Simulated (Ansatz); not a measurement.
## Response to strain in CaO

Consider CaO in the rock salt structure (space group Fm-3m, No. 225).

Space group Fm-3m (No. 225); a = 4.831 Å, b = 4.831 Å, c = 4.831 Å, α = 90.00°, β = 90.00°, γ = 90.00°

| atom | site | symmetry | x | y | z |
|---|---|---|---|---|---|
| Ca | 4a | m-3m | 0.0000 | 0.0000 | 0.0000 |
| O | 4b | m-3m | 0.5000 | 0.5000 | 0.5000 |
(The calculation used a cell of 2 atoms; values per cell refer to that cell.)

Strains are applied to the cell and any free atomic positions relax.

Calculations: PBE (Ansatz, a first-principles code; PAW; 420 eV plane waves; without spin-orbit coupling).

Notes on the quantities. energy relative to the base: free energy F.

```
change                    shortest interatomic distance  energy relative to the base  band gap
------------------------  -----------------------------  ---------------------------  --------
base                                            2.415 Å                   0 meV/atom   3.66 eV
isotropic strain −3.00 %                        2.343 Å                 +42 meV/atom   3.62 eV
isotropic strain −2.50 %                        2.355 Å                 +28 meV/atom   3.63 eV
isotropic strain −2.00 %                        2.367 Å                 +18 meV/atom   3.64 eV
isotropic strain −1.50 %                        2.379 Å                +9.9 meV/atom   3.65 eV
isotropic strain −1.00 %                        2.391 Å                +4.3 meV/atom   3.65 eV
isotropic strain +0.50 %                        2.427 Å                +1.0 meV/atom   3.66 eV
isotropic strain +1.00 %                        2.440 Å                +4.0 meV/atom   3.66 eV
isotropic strain +1.50 %                        2.452 Å                +8.9 meV/atom   3.66 eV
isotropic strain +2.00 %                        2.464 Å                 +16 meV/atom   3.66 eV
```

Whether these cells are dynamically stable was not tested.
